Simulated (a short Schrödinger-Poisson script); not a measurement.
# Symmetric double-gate stack, Si3N4 on p-type Si(100)

Stack: symmetric double-gate stack, Si3N4 on p-type Si(100), at 300 K.

| layer | material | thickness (nm) | Na (cm⁻³) |
|---|---|---|---|
| 1 | Si3N4 | 2.7 | - |
| 2 | Si | 6 | 3e16 |
| 3 | Si3N4 | 2.7 | - |

Constants are typed, rounded textbook-type inputs, not results; the design itself was drawn at random and stands for no fabricated device. Si3N4: permittivity 7.5, conduction-band edge (eV) 1.95, gap (eV) 5.1, electron mass (mₑ) 0.5. Si: permittivity 11.7, conduction-band edge (eV) 0, gap (eV) 1.124, Nv at 300 K (cm⁻³) 3.1e19.

Channel valleys (confinement mass, in-plane density-of-states mass, number): Δ2 0.916, 0.19, 2; Δ4 0.19, 0.417, 4. At the gates, both at one voltage, the conduction-band edge of layer 1 lies 2.08 eV − eVg above the Fermi level of the channel. Gaps are held at their typed values at every temperature. Mesh 0.03 nm at interfaces.

From a short Schrödinger-Poisson script (our own, NumPy): 1D Poisson equation in equilibrium, electrons quantum, Hartree (BenDaniel-Duke, 12 states a valley, the channel's in-plane mass for all, wave functions free to enter the dielectric), parabolic valleys, classical holes, full ionisation, no traps, pinning or gate leakage.

```
Vg (V)  electrons (cm⁻²)  C (μF/cm²)  Δ2 E0 (meV)  Δ2 E1 (meV)  Δ4 E0 (meV)  Δ4 E1 (meV)
------  ----------------  ----------  -----------  -----------  -----------  -----------
-0.15             1.44e8     < 0.003        291.4        323.2        320.8        441.9
-0.1              9.93e8     0.00626        241.4        273.3        270.9        391.9
-0.05             6.80e9      0.0424        191.7        223.5        221.1        342.2
0                4.41e10       0.258        143.4        175.1        172.8        293.7
0.05             2.23e11        1.01        101.4        132.7        130.7        251.1
0.1              6.88e11        1.95         72.3        102.3        101.4        220.2
0.15             1.40e12        2.55         54.0         82.2         82.7        199.3
0.2              2.25e12        2.89         41.6         67.8         70.1        184.1
0.25             3.19e12        3.10         32.6         56.6         60.8        172.2
0.3              4.18e12        3.24         25.4         47.4         53.5        162.2
0.35             5.20e12        3.35         19.5         39.5         47.6        153.7
0.4              6.26e12        3.44         14.4         32.6         42.6        146.1
0.45             7.35e12        3.51          9.9         26.3         38.4        139.4
0.5              8.45e12        3.57          5.8         20.7         34.6        133.3
0.55             9.57e12        3.62          2.0         15.4         31.3        127.7
0.6              1.07e13        3.67         -1.5         10.6         28.3        122.5
0.65             1.19e13        3.71         -4.9          6.0         25.6        117.6
0.7              1.30e13        3.75         -8.1          1.7         23.2        113.1
0.75             1.42e13        3.78        -11.2         -2.3         20.9        108.9
0.8              1.54e13        3.81        -14.2         -6.2         18.7        104.9
0.85             1.66e13        3.84        -17.2         -9.9         16.7        101.1
```

Subbands count from the Fermi level. The capacitance is that of both gates.
